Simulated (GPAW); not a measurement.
Band structure of K2SnHgTe4 (I-42m, 8 atoms in the cell).

```yaml
crystal:
  lattice:
    - [-4.39353, 4.39353, 3.73584]
    - [4.39353, -4.39353, 3.73584]
    - [4.39353, 4.39353, -3.73584]
  atoms:
    - { symbol: K, position: [0.50000, 0.00000, 0.50000] }
    - { symbol: K, position: [0.00000, 0.50000, 0.50000] }
    - { symbol: Sn, position: [0.00000, 0.00000, 0.00000] }
    - { symbol: Hg, position: [0.50000, 0.50000, 0.00000] }
    - { symbol: Te, position: [0.58681, 0.93755, 0.00000] }
    - { symbol: Te, position: [0.06245, 0.06245, 0.64926] }
    - { symbol: Te, position: [0.93755, 0.58681, 0.00000] }
    - { symbol: Te, position: [0.41319, 0.41319, 0.35074] }
```

Method: LDA (Perdew-Wang 92), GPAW PAW datasets LDA (gpaw-data 1.0.1) (plane waves; GPAW).

Settings: mode = pw; ecut = 550 eV; xc = LDA; kpts = 3 3 3; mesh shift (steps) = 0 0 0; occupations.name = fermi-dirac; occupations.width = 0 eV; nbands = -8; convergence.forces = 0.001 eV/Å; convergence.bands = -6; symmetry.symmorphic = false; symmetry.tolerance = 0.0005; maxiter = 100; bandpath_npoints = 40.

The starting cell comes from a database of computed structures (which also holds hypothetical and non-ambient phases and stackings), without a prior relaxation at this level. Spin-orbit coupling is off.

### Question
Predict the gap along the standard path and the places of the band edges.

### Answer
The gap along the path is 0.38 eV, from a point between Γ and X to M; the smallest direct gap on it is 0.60 eV.

Levels in eV from the top of the valence band on the SCF mesh, bands 34 to 41:
```
point     34     35     36     37    38    39    40    41
-----  -----  -----  -----  -----  ----  ----  ----  ----
Γ      -0.30  -0.19  -0.07  -0.07  1.32  2.42  3.38  3.70
X      -0.88  -0.70  -0.40  -0.08  1.43  2.21  2.65  3.82
M      -1.21  -0.26  -0.26  -0.18  0.42  2.75  3.02  3.02
Z      -1.10  -0.21  -0.21  -0.18  0.61  2.27  2.97  2.97
P      -0.90  -0.76  -0.46  -0.46  1.33  1.88  2.83  2.83
N      -0.83  -0.80  -0.47  -0.30  1.35  1.62  3.24  3.33
Z1     -1.10  -0.21  -0.21  -0.18  0.61  2.27  2.97  2.97
```
